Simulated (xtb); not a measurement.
xtb 6.7.1, GFN2-xTB: W(NH)2(Me)(SH) ([CH3][W](=[NH])(=[NH])[SH]), 11 atoms. The geometry is a generated start, not checked to be a minimum at this level.

```
Property                  Result
-----------------  -------------
run flags                 --grad
method                  GFN2-xTB
--acc                1 (default)
--etemp (K)        300 (default)
basis functions               38
valence electrons             32
```

```xyz
11

W     -0.0741    -0.5503    -0.1887
N      1.4100    -1.4323    -0.6133
H      2.1692    -1.9030    -1.1076
N     -1.1196    -0.0361    -1.5362
H     -1.4819     0.1263    -2.4787
C      0.6528     1.3442     0.6563
H      1.6349     1.2530     1.1479
H     -0.0816     1.6136     1.4462
H      0.7221     2.2108    -0.0161
S     -1.3440    -1.6097     1.5336
H     -2.4877    -1.0164     1.1566
```

Charge 0 and multiplicity 1 are set for this test and not shown to be the ground state.

One run each on 1 thread. Values of broydamp tried: 0.02, 0.05, 0.1, 0.2, 0.4 (default), 0.6, 0.8, 1.

Which value of broydamp needs the fewest SCC iterations, and what happens away from it?

Fewest SCC iterations: 0.1 with 21. The count rises to 33 at 1. All converge to one solution.

```csv
broydamp,SCC iterations,end
0.02,31,same solution
0.05,28,same solution
0.1,21,same solution
0.2,24,same solution
0.4 (default),27,same solution
0.6,30,same solution
0.8,30,same solution
1,33,same solution
```
